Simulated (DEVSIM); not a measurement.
Structure: isotype n-n heterojunction Si/Ge, at 250 K.

Layer 1 from the left is Si, thickness (μm) 0.510, Nd (cm⁻³) 1.8e17, τn (s) 1.3e-5, τp (s) 1.3e-5. Layer 2 from the left is Ge, thickness (μm) 0.820, Nd (cm⁻³) 8.4e15, τn (s) 1.3e-5, τp (s) 1.3e-5.

Left contact: ohmic. Right contact: ohmic. Voltage is applied to the left contact. Recombination: SRH at mid-gap. Mobility is μmin + (μ − μmin)/(1 + (N/Nref)^α).

The device is made up for the run: typed textbook-type constants, with dimensions and the other settings drawn at random. Values at 300 K; Nc and Nv go as T^1.5, mobilities as T to minus their exponent, the gap by Varshni's rule with the affinity fixed.

Si: gap (eV) 1.124, affinity (eV) 4.05, permittivity 11.7, Nc (cm⁻³) 2.86e19, Nv (cm⁻³) 3.1e19, μn (cm²/Vs) 1417, μp (cm²/Vs) 470, μn,min 52, μp,min 45, Nref,n 9.7e16, Nref,p 2.2e17, αn 0.68, αp 0.72, T exponent of μn 2.3, T exponent of μp 2.2, Varshni α (eV/K) 0.000473, Varshni β (K) 636. Ge: gap (eV) 0.664, affinity (eV) 4, permittivity 16, Nc (cm⁻³) 1.04e19, Nv (cm⁻³) 6e18, μn (cm²/Vs) 3900, μp (cm²/Vs) 1900, μn,min 150, μp,min 100, Nref,n 2.6e17, Nref,p 4e17, αn 0.56, αp 0.6, T exponent of μn 1.66, T exponent of μp 2.33, Varshni α (eV/K) 0.000477, Varshni β (K) 235.

Simulated with DEVSIM: 1D drift-diffusion, Boltzmann statistics, complete ionisation; no tunnelling, impact ionisation, image-force lowering or self-heating. Band offsets follow the typed affinities; no thermionic-emission limit at abrupt steps, no polarisation charge.

Problem. What does the simulation give for the potential step across the device at zero bias?

Solution. potential step across the device at zero bias 0.006 V.
